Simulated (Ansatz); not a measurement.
Pressure series in Os

The reference is Os in the hcp (Mg type) structure (space group P6_3/mmc, No. 194; a = 2.755 Å, c = 4.344 Å).

Cell and atoms are relaxed at each pressure.

Computed with PBE (Ansatz, an electronic-structure program), no spin-orbit coupling.

```csv
change,lattice parameter a,c/a ratio
base,2.755 Å,1.577
pressure −2 GPa,2.760 Å,1.577
pressure −1 GPa,2.757 Å,1.577
pressure 3 GPa,2.748 Å,1.578
pressure 7 GPa,(withheld),1.578
pressure 15 GPa,2.722 Å,1.579
pressure 30 GPa,2.694 Å,1.581
pressure 50 GPa,2.661 Å,1.584
pressure 75 GPa,2.627 Å,1.586
pressure 100 GPa,2.598 Å,1.588
```

Problem. Complete the table.

Solution. 
- pressure 7 GPa, lattice parameter a: 2.739 Å

Load acts through the strain it causes; cell and atoms are relaxed under it. No phonon test of stability was made. No other phases were tried under pressure. The final runs are not spin-polarised.
